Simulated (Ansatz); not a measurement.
Levels about the gap of amorphous Si₂₄O₃₆ (60 atoms in a cell of 875 Å³, 2.37 g/cm³; zone centre alone, so wide bands show as single levels with stretches between that a denser mesh fills), at the geometry that PBE relaxed, where it gives 0.0 GPa on a denser mesh. The participation number counts the atoms over which a state spreads; weights are charges in smoothed Voronoi cells. The levels come from a single point, so bond lengths are those of that geometry. Method of the levels: PBE, scalar-relativistic without spin-orbit coupling (Ansatz, a first-principles code). Sampling: the zone centre alone; Fermi-Dirac width 0.02 eV; no spin polarisation. The usual formal charges leave 24 electrons over, so the level spacing at the Fermi energy parts defect or band states and needn't be the band gap. At PBE the levels at both edges of the gap are localised (band-tail or defect states), and the nearest spread-out levels lie 3.2 eV apart at the zone centre.

It comes from a melt-quench run on a machine-learned potential (CHGNet), relaxed afterwards by DFT. O atoms were pushed apart under 1.9 Å during the dynamics, to hinder bonds among them. The hot cell started wider than the set density and was brought back towards it in steps. It is the lowest in DFT energy of 2 quenches. It is a model cell: composition and starting density were chosen by hand, and all elements were melted together. No dispersion term was used. Its density started from a set value of 2.35 and ended at 2.37 g/cm³. The quench (nominally 390 K/ps over its main leg) was far faster than any real one, so the model tends to hold more defects than a real film. A cell of this size samples the disorder only roughly. Volume and shape were free in the relaxation.

```json
[
 {"E - E(highest filled), eV": "-2.94", "filling": "filled", "participation number": "15.6", "largest on": "Si, 3 neighbours", "weight Si": "0.46", "weight O": "0.54"},
 {"E - E(highest filled), eV": "-2.56", "filling": "filled", "participation number": "19.5", "largest on": "Si, 4 neighbours", "weight Si": "0.55", "weight O": "0.45"},
 {"E - E(highest filled), eV": "-2.08", "filling": "filled", "participation number": "17.6", "largest on": "Si, 3 neighbours", "weight Si": "0.62", "weight O": "0.38"},
 {"E - E(highest filled), eV": "-1.94", "filling": "filled", "participation number": "19.0", "largest on": "Si, 3 neighbours", "weight Si": "0.63", "weight O": "0.37"},
 {"E - E(highest filled), eV": "-1.57", "filling": "filled", "participation number": "11.9", "largest on": "Si, 2 neighbours", "weight Si": "0.66", "weight O": "0.34"},
 {"E - E(highest filled), eV": "-0.87", "filling": "filled", "participation number": "6.0", "largest on": "Si, 3 neighbours", "weight Si": "0.72", "weight O": "0.28"},
 {"E - E(highest filled), eV": "0.00", "filling": "filled", "participation number": "3.7", "largest on": "Si, 3 neighbours", "weight Si": "0.72", "weight O": "0.28"},
 {"E - E(highest filled), eV": "1.01", "filling": "empty", "participation number": "6.8", "largest on": "Si, 2 neighbours", "weight Si": "0.76", "weight O": "0.24"},
 {"E - E(highest filled), eV": "1.61", "filling": "empty", "participation number": "18.9", "largest on": "Si, 4 neighbours", "weight Si": "0.61", "weight O": "0.39"},
 {"E - E(highest filled), eV": "1.64", "filling": "empty", "participation number": "15.8", "largest on": "Si, 4 neighbours", "weight Si": "0.63", "weight O": "0.37"},
 {"E - E(highest filled), eV": "1.98", "filling": "empty", "participation number": "30.0", "largest on": "Si, 4 neighbours", "weight Si": "0.49", "weight O": "0.51"},
 {"E - E(highest filled), eV": "2.09", "filling": "empty", "participation number": "20.9", "largest on": "Si, 3 neighbours", "weight Si": "0.60", "weight O": "0.40"},
 {"E - E(highest filled), eV": "2.28", "filling": "empty", "participation number": "17.4", "largest on": "Si, 4 neighbours", "weight Si": "0.62", "weight O": "0.38"},
 {"E - E(highest filled), eV": "2.69", "filling": "empty", "participation number": "18.6", "largest on": "Si, 3 neighbours", "weight Si": "0.62", "weight O": "0.38"}
]
```

Most localised among these is the filled level at +0.00 eV, on a Si atom, which has 3 neighbours (O 1.78 Å, Si 2.36 Å, Si 2.36 Å).
